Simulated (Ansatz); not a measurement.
The starting structures come from a database of crystals and need not be the phases stable at ambient conditions.

Tunnelling through a barrier is set by its complex band structure: the current falls as exp(−2κd) with the smallest κ.

Given:

```
TiO2
1.0
    3.76694     0.00000     0.00000
    1.88347     6.15358     0.00000
    0.00000     1.92833     6.32896
Ti O
4 8
Cartesian
  3.76694   3.78461   4.53306
  1.88347   4.29729   1.79591
  1.88347   6.29361   4.49610
  3.76694   1.78830   1.83287
  1.88347   6.14890   2.34159
  3.76694   1.93301   3.98737
  3.76694   5.81688   4.47205
  1.88347   2.26502   1.85692
  1.88347   4.52814   0.02981
  3.76694   3.55376   6.29915
  3.76694   3.91291   2.19931
  1.88347   4.16900   4.12965
```

The cell is taken as given; by r2SCAN it stands under a pressure of -5.6 GPa.

Transport runs along the normal of the first two printed cell vectors.

The gap is the functional's own, uncorrected, and κ follows it; spin-orbit coupling is left out. Mid-gap means the computed energy nearest the middle.

Compute, with r2SCAN in Ansatz (an electronic-structure program), the band gap and the smallest decay constant κ at mid-gap.

Gap 3.11 eV on a 8×8×6 mesh; κ = 0.382 1/Å, at the zone centre.
